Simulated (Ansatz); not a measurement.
Formation energy of the localised charge states of Ti_Si in metastable alpha cristobalite (start: the Si site; 96-site cell, 2×2×2 shifted sampling) against the Fermi level, O-rich (Δμ(Si) = -8.35 eV, Δμ(Ti) = -9.15 eV, bounded by anatase TiO2; only phases computed here count, gases as isolated molecules at 0 K). The numbers are results of PBE, PAW (plane waves to 420 eV; Ansatz, a quantum-chemistry and plane-wave program), not measurements.

Charges with a result: +1, 0, −1. Others weren't obtained, and one of them could lie lower, also by skipping a charge.

Details: 96-site cell; 2×2×2 shifted k-points; host gap 5.51 eV; charged states image-corrected; no Hubbard U; energies good to tenths of an eV; flagged in the runs: a doubtful potential alignment, a host whose relaxation on this sampling wasn't shown to rest, a strain field that reaches the edge of the cell.

Left out: charge +1 (carrier in host band states).

| E_F − E_VBM (eV) | q = 0 | q = −1 |
|---|---|---|
| 0.00 | 0.32 | 5.61 |
| 0.69 | 0.32 | 4.92 |
| 1.38 | 0.32 | 4.23 |
| 2.07 | 0.32 | 3.54 |
| 2.76 | 0.32 | 2.85 |
| 3.45 | 0.32 | 2.16 |
| 4.13 | 0.32 | 1.47 |
| 4.82 | 0.32 | 0.78 |
| 5.51 | 0.32 | 0.10 |

Crossings of the lowest lines: (0/−1) at 5.29 eV.
